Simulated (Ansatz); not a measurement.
A short convergence ladder for Bi₂Te₂Se (R3m, 5 atoms in the cell)

```
Bi2Te2Se
1.0
    2.16745     1.25138    10.61733
   -2.16745     1.25138    10.61733
    0.00000    -2.50276    10.61733
Bi Te Se
2 2 1
Cartesian
  0.00000   0.00000  19.42503
  0.00000   0.00000  12.47696
  0.00000   0.00000   6.99470
  0.00000   0.00000  24.85729
  0.00000   0.00000   0.00000
```

Base method: LDA (PW92), default PAW files made with PBE (plane waves; Ansatz, a program for electronic structure).

Base settings: basis.ecutwfc = 30.9 Ry; kpoints.mp_grid.grid = 5 5 5; hamiltonian.xc = lda; hamiltonian.pseudopotentials = {kind: paw} (the program's default PAW files); scf.occupations.method = fixed.

**The width of Fermi-Dirac smearing**

In this ladder: scf.occupations.method = fermi_dirac.

The mesh stays at the base's, so the ladder's end is converged at best in this setting alone.

Only quantities that move along the ladder and can be compared are tabulated.

| scf.occupations.width | free energy less the last step's (meV/atom) | pressure (GPa) | largest difference of a force vector from the last step's (eV/Å) |
|---|---|---|---|
| 0.0735 Ry | -766.84 | 1.31 | 0.959 |
| 0.0367 Ry | -107.97 | -2.33 | 0.218 |
| 0.0147 Ry | -3.65 | -3.18 | 0.011 |
| 0.0073 Ry | -0.22 | -3.21 | 0.003 |
| 0.0015 Ry | 0.00 | -3.21 | 0.000 |

Widest scf.occupations.width that holds the free energy within 5 meV/atom of the last step, with all finer ones: 0.0147 Ry; the step before is off by 110 meV/atom.

Widest scf.occupations.width that holds the pressure within 1 GPa of the last step, with all finer ones: 0.0367 Ry; the step before is off by 4.5 GPa.

Widest scf.occupations.width that holds the forces within 0.02 eV/Å of the last step, with all finer ones: 0.0147 Ry; the step before is off by 0.22 eV/Å.

On the base run: the starting cell comes from a database of computed structures (which also holds hypothetical and non-ambient phases and stackings), without a prior relaxation at this level. Its lattice was rescaled by up to half a per cent. One atom was moved a little off its site on purpose. In the base run, with a pressure of about -3 GPa the cell is away from its equilibrium volume at this level. Ansatz's pressure includes its estimate of the finite-basis (Pulay) stress.

Keys are those of Ansatz 0.2.
